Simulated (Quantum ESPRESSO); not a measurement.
## One base run on LiFe3O2F6 (P1, 12 atoms in the cell) and variants with one or two settings moved

```
CELL_PARAMETERS angstrom
      5.27375     0.00000     0.00000
      1.09198     5.24423     0.00000
      0.19931     1.95601     5.72116
ATOMIC_POSITIONS crystal
  Li 0.99042 0.97910 0.00546
  Fe 0.73955 0.49305 0.12150
  Fe 0.25677 0.48303 0.87271
  Fe 0.75306 0.53861 0.62430
  O  0.62559 0.30519 0.92354
  O  0.89690 0.70200 0.83497
  F  0.09887 0.24535 0.15298
  F  0.10399 0.28040 0.70370
  F  0.67233 0.30327 0.44514
  F  0.36350 0.70237 0.05772
  F  0.84480 0.73366 0.29339
  F  0.38638 0.72244 0.58287
```
Moments meant for the start (each program seeds them in its own way; μB, in the order of the atoms Li Fe Fe Fe O O F F F F F F): 0.0 4.0 4.0 4.0 0.0 0.0 0.0 0.0 0.0 0.0 0.0 0.0.

Base run A: Quantum ESPRESSO with PBEsol+U, GBRV 1.5 ultrasoft (PBESOL) pseudopotentials, self-consistent single point.

Its settings: ecutwfc = 50 Ry; ecutrho = 400 Ry; occupations = smearing; smearing = fermi-dirac; degauss = 0.000734986 Ry; nspin = 2; K_POINTS = automatic 3 3 3 0 0 0; HUBBARD = atomic; U Fe-3d 5.3 eV; conv_thr = 1e-11 Ry; mixing_beta = 0.5.

The starting cell comes from a database of computed structures (which also holds hypothetical and non-ambient phases and stackings), without a prior relaxation at this level. The magnetic order is the one reached from the typed start; others were not searched systematically. With U or open f shells several self-consistent states can exist.

ΔF is the free energy per atom less that of run A. A dash stands where there is no value to compare (another energy zero or no entropy term, no result, no spin, no clean gap, or a mesh too coarse for one). Absolute energies have different zeros for different potentials, functionals, Hubbard and dispersion terms and are not compared across them.

Run A gave: pressure (GPa) -1.76; largest force (eV/Å) 0.155; gap on the mesh (eV) 2.318; size of the net moment (μB/atom) 1.25; Hubbard energy (eV/atom) 0.416; ending converged.

Runs:
- B: nbnd: default → 55
- C: ecutwfc: 50 Ry → 20 Ry; ecutrho: 400 Ry → 160 Ry
- D: ecutrho: 400 Ry → 250 Ry
- E: smearing: fermi-dirac → marzari-vanderbilt; degauss: 0.000734986 Ry → 0.02205 Ry
- F: conv_thr: 1e-11 Ry → 7.3e-08 Ry
- G: HUBBARD: atomic; U Fe-3d 5.3 eV → atomic; U Fe-3d 5 eV
- H: diagonalization: default → cg
- I: HUBBARD: atomic; U Fe-3d 5.3 eV → ortho-atomic; U Fe-3d 5.3 eV
- J: pseudopotentials: {Li: li_pbesol_v1.4.uspp.F.UPF, Fe: fe_pbesol_v1.5.uspp.F.UPF, O: o_pbesol_v1.2.uspp.F.UPF, F: f_pbesol_v1.4.uspp.F.UPF} → {Li: li_pbe_v1.4.uspp.F.UPF, Fe: fe_pbe_v1.5.uspp.F.UPF, O: o_pbe_v1.2.uspp.F.UPF, F: f_pbe_v1.4.uspp.F.UPF}; input_dft: default → vdw-df-ob86 [optB86b-vdW+U]
- K: mixing_beta: 0.5 → 0.2; mixing_mode: default → TF

Question: What does run J change against A?

Answer: The pressure goes from -1.76 to -0.21 GPa, the largest force goes from 0.155 to 0.206 eV/Å, the gap on the mesh moves little (2.318 to 2.319 eV) and the size of the net moment stays at 1.25 μB/atom.

| run | ΔF (meV/atom) | pressure (GPa) | largest force (eV/Å) | gap on the mesh (eV) | size of the net moment (μB/atom) | Hubbard energy (eV/atom) | ending |
|---|---|---|---|---|---|---|---|
| A | 0.00 | -1.76 | 0.155 | 2.318 | 1.25 | 0.416 | converged |
| B | – | – | – | – | – | – | not converged |
| C | 7006.0 | -354.72 | 1.233 | 1.491 | 1.25 | 0.890 | converged |
| D | 0.37 | -1.79 | 0.154 | 2.318 | 1.25 | 0.416 | converged |
| E | 0.00 | -1.76 | 0.155 | 2.318 | 1.25 | 0.416 | converged |
| F | 0.00 | -1.70 | 0.155 | 2.318 | 1.25 | 0.416 | converged |
| G | – | -1.91 | 0.168 | 2.221 | 1.25 | 0.398 | converged |
| H | 0.00 | -1.76 | 0.155 | 2.318 | 1.25 | 0.416 | converged |
| I | – | -2.95 | 0.268 | 2.443 | 1.25 | 0.346 | converged |
| J | – | -0.21 | 0.206 | 2.319 | 1.25 | 0.416 | converged |
| K | 0.00 | -1.76 | 0.155 | 2.318 | 1.25 | 0.416 | converged |
